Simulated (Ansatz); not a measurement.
Take Bi₂Se₃ (space group R-3m, No. 166; a = 4.1446 Å, c = 29.2658 Å (hexagonal axes)) as the base.

The values are results of r2SCAN+rVV10 (Ansatz, a quantum-chemistry and plane-wave program), no spin-orbit coupling, not measurements.

Carriers are added at fixed cell with a uniform background; the Fermi–Dirac width is that of 300 K.

One change was made to it. Results:

The gap between the host's bands grows by 0.070 eV (0.60 eV → 0.66 eV); the Fermi level relative to the doped band's edge (positive inside the band; to 0.05 eV) comes out as +0.45 eV; the gap character is still direct at Γ; the largest internal atomic displacement is 0.016 Å.

Task: What was done to the base?
A) holes 1.0×10^22 cm⁻³
B) electrons 5.0×10^21 cm⁻³
C) electrons 1.0×10^22 cm⁻³
D) holes 2.0×10^21 cm⁻³

Result: D, holes 2.0×10^21 cm⁻³. For comparison, the Fermi level from band edge in the other runs: electrons 1.0×10^22 cm⁻³ gives +1.15 eV; electrons 5.0×10^21 cm⁻³ gives +1.05 eV; holes 1.0×10^22 cm⁻³ gives +0.75 eV.

Carriers are added with a uniform compensating background; total energy and stress of such cells depend on the potential's zero and are not compared; many-body gap narrowing is missing at this level. With Bi present, leaving out spin-orbit coupling can change the band edges. Whether these cells are dynamically stable was not tested.
